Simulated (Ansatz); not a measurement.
Start from As (space group I4_132, No. 214; a = 6.9923 Å; a hypothetical phase, not in the database extracts checked; relaxed with 0.1 eV smearing). Axes: x, y, z lie along the cube axes.

(Cell as relaxed with PBE.)

Levels (all Ansatz, a program for electronic structure, PAW): PBE (420 eV, without spin-orbit coupling); PBEsol (420 eV, no SOC).

Each level relaxes its own structure.

```json
[
 {"base": "volume per atom", "PBE": "42.73 Å³", "PBEsol": "41.09 Å³"},
 {"base": "lattice parameter a", "PBE": "13.214 bohr", "PBEsol": "13.042 bohr"},
 {"base": "band gap", "PBE": "zero", "PBEsol": "zero"}
]
```

The change: biaxial strain +4.59 %, plane normal [110], relaxed out of plane (Cartesian); in-plane vectors clamped, the third vector and the atoms free.

| quantity | PBE | PBEsol |
|---|---|---|
| shortest interatomic distance | 4.588 bohr | ? |
| ratio −ε⊥/ε∥ | 1.98 | ? |

Task: Predict the PBEsol column.

Result: 
- shortest interatomic distance, PBEsol: 4.538 bohr
- ratio −ε⊥/ε∥, PBEsol: 2.09

PBE's shortest interatomic distance lies 0.050 bohr above PBEsol's (1.1 %); PBE's ratio −ε⊥/ε∥ lies 0.115 below PBEsol's. Neither level is exact; PBEsol is the comparison here, not a measurement.

Stability against distortions was not tested.
